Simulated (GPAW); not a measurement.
## A series of runs on LiMg₃ (P-6m2, 4 atoms in the cell)

```
LiMg3
1.0
    3.14617     0.00000     0.00000
   -1.57309     2.72466     0.00000
    0.00000     0.00000    10.12160
Li Mg
1 3
Direct
  0.66667   0.33333   0.50000
  0.66667   0.33333   0.00000
  0.00000   0.00000   0.74257
  0.00000   0.00000   0.25743
```

Base run A: PBEsol, GPAW PAW datasets PBEsol (made by gpaw-setup) run with GPAW 25.7.0, self-consistent single point.

Its settings: mode = pw; ecut = 800 eV; xc = PBEsol; kpts = 10 10 3; mesh shift (steps) = 0 0 0; occupations.name = methfessel-paxton; occupations.width = 0.272 eV; occupations.order = 1; nbands = -10; convergence.density = 1e-05 e/electron; convergence.energy = 1e-05 eV/electron; symmetry.symmorphic = false; symmetry.tolerance = 0.0005; maxiter = 120.

The starting cell comes from a database of computed structures (which also holds hypothetical and non-ambient phases and stackings), without a prior relaxation at this level.

Runs:
- B: xc: PBEsol → LDA; potentials: GPAW PAW datasets LDA (gpaw-data 1.0.1) [LDA (Perdew-Wang 92)]
- C: xc: PBEsol → BLYP; potentials: GPAW PAW datasets BLYP (made by gpaw-setup) [BLYP]
- D: xc: PBEsol → MGGA_X_R2SCAN+MGGA_C_R2SCAN; potentials: GPAW PAW datasets PBE (gpaw-data 1.0.1) [r2SCAN]
- E: xc: PBEsol → vdW-DF2 (libvdwxc); potentials: GPAW PAW datasets PBE (gpaw-data 1.0.1) [vdW-DF2]
- F: xc: PBEsol → vdW-DF-cx (libvdwxc); potentials: GPAW PAW datasets PBE (gpaw-data 1.0.1) [vdW-DF-cx]

| run | pressure (GPa) | largest force (eV/Å) |
|---|---|---|
| A | -0.02 | 0.059 |
| B | ? | 0.046 |
| C | ? | 0.131 |
| D | 0.42 | 0.032 |
| E | 0.51 | 0.124 |
| F | 1.12 | 0.058 |

What belongs in the gaps?


- B, pressure (GPa): -1.36
- C, pressure (GPa): 1.02

Left out of this page: 3 runs of the series held back from this collection.
